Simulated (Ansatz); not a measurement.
An Ansatz (a first-principles code) run: BP with a change (biaxial strain −1.67 %, plane normal [111], relaxed out of plane); DFT with r2SCAN, PAW potentials and a 500 eV plane-wave cutoff in Ansatz, no SOC.

Input:

Ansatz 0.2 input:
```yaml
crystal:
  lattice:
    - [3.1542613497, 0, 0]
    - [1.5771306748, 2.731670459, 0]
    - [1.5771306748, -0.9105568197, 2.641054166]
  atoms:
    - { symbol: B, position: [0, 0, 0] }
    - { symbol: P, position: [0.5, 0.25, 0.75] }
basis: { ecutwfc: 500, ecutrho_ratio: 4, xc_grid: 4, fft_grid_basis: typed }
kpoints: { mp_grid: { grid: [12, 12, 12] } }
hamiltonian:
  xc: r2scan
  dispersion: none
  pseudopotentials: { kind: paw }
scf: { occupations: { method: fermi_dirac, width: 0.05 } }
relax: { f_tol: 0.005, max_steps: 50, cell: { stress_tol: 0.01, fix: [a, b, gamma] } }
output: { forces: true, stress: true }
checkpoint: { write: state.ck, write_every: 1000 }
```

Output (explanatory and most iteration lines left out):

```
Relaxation: its limit of steps is 50 (relax.max_steps)
Pseudopotential: B, paw, valence charge 3
Pseudopotential: P, paw, valence charge 5
Crystal: 2 atoms, lattice volume = 22.756 Å³
Basis set: ecut = 500 eV, 549 PW (Γ), exchange–correlation on 96×96×96 points (64 copies of the dense FFT grid, shifted against one another)
Bands: 8, of which v1, the nominal top of the filled ones, is band 4 counted from 1 (3 counted from 0)
Symmetry: 6 space group operations
Space group: R3m (ITA 160), of the structure as read, at distance tolerance 2.8e-5 Å
k-points: 189 of 1728 (time reversal used)
Functional: x = r2scan, c = r2scan; τ floored in thin density (d = 2e-4 eV/Å³)
SCF iter   1: F=—  HF=-916.628163 eV  |F-HF|=—  |Δ(HF+E_count)|=         —  Δρ=4.34e-3  dr2=2.11e-3  dr2_τ=1.42e-1  ethr=1.77e-3  ⟨swp⟩=6.1  Hψ=14324  notcnv=0
SCF iter   2: F=—  HF=-916.665721 eV  |F-HF|=—  |Δ(HF+E_count)|=   3.76e-2  Δρ=2.97e-3  dr2=9.25e-4  dr2_τ=3.77e-5  ethr=2.64e-5  ⟨swp⟩=2.2  Hψ=4601  notcnv=0
SCF 1 converged in 6 iterations: F = -916.665824 eV  dr2 = 8.94e-9
relax step   1: F+E_penalty+E_count = -916.66582374 eV  Δ(F+E_penalty+E_count) = +0.000e0 eV  max|allowed force component| = 2.073e-1 eV/Å  Δτ_max = 0.0000 Å  P = +4.660 GPa  Ω = 22.756 Å³  fix = [a, b, gamma]  reactions: a +8.415, b +8.415 GPa  (6 SCF iters, dr2 threshold 1.00e-7 eV, accepted)
[... steps on the carried basis left out ...]
relax step   4: F+E_penalty+E_count = -916.66784083 eV  Δ(F+E_penalty+E_count) = -9.328e-6 eV  max|allowed force component| = 1.228e-4 eV/Å  Δτ_max = 0.0005 Å  P = +5.540 GPa  Ω = 22.637 Å³  energy of the carried Pulay correction = +1.564e-5 eV  fix = [a, b, gamma]  reactions: a +8.312, b +8.312 GPa  (3 SCF iters, dr2 threshold 2.07e-8 eV, accepted)
Crystal: 2 atoms, lattice volume = 22.637 Å³
SCF iter   1: F=—  HF=-916.667825 eV  |F-HF|=—  |Δ(HF+E_count)|=         —  Δρ=6.93e-6  dr2=3.35e-9  dr2_τ=2.34e-9  ethr=5.58e-7  ⟨swp⟩=3.4  Hψ=18960  notcnv=0
SCF iter   2: F=—  HF=-916.667825 eV  |F-HF|=—  |Δ(HF+E_count)|=   3.48e-7  Δρ=3.46e-6  dr2=6.95e-10  dr2_τ=2.19e-10  ethr=4.18e-11  ⟨swp⟩=2.6  Hψ=2528  notcnv=0
SCF 5 converged in 4 iterations: F = -916.667825 eV  dr2 = 7.00e-13
SCF converged after 4 iterations
Free energy (F): -916.667825 eV
Internal energy: -916.667825 eV  (E = F + TS)
E sigma→0 (E₀):  -916.667825 eV
Entropy (-TS):   -0.000000 eV (-0.000 meV/atom)
Fermi energy:    10.349236 eV
--- Forces (eV/Å), atoms counted from 1 ---
  atom   1  B     -0.00000000    -0.00000000     0.00009965
  atom   2  P      0.00000000     0.00000000    -0.00010190
--- Stress (GPa, compression-positive) ---
        8.312221      -0.000000       0.000000
       -0.000000       8.312221       0.000000
        0.000000       0.000000      -0.005471
  P = ⅓ Tr σ = 5.5397 GPa (55.397 kbar)
--- Relaxed structure (4 steps of the walk, 4 accepted, 1 SCFs on fresh bases) ---
  cell:  # Å, volume = 22.6367 Å³
    - [3.1542613496909984, 2.8867492652074884e-11, 3.981060624021142e-11]
    - [1.5771306748204992, 2.7316704590222294, 3.7143828326658406e-11]
    - [1.5771306748206746, -0.9105568196714103, 2.6271610280940636]
  atoms:
    - { symbol: B, position: [-0.0011047713178855684, 0.0005523856589427843, 0.0016571569768283525] }
    - { symbol: P, position: [0.5011047713178853, 0.2494476143410572, 0.7483428430231714] }
```

Stability against distortions was not tested. The cell was made from BP in the zinc blende structure (space group F-43m, No. 216) by this change: biaxial strain −1.67 %, plane normal [111], relaxed out of plane.
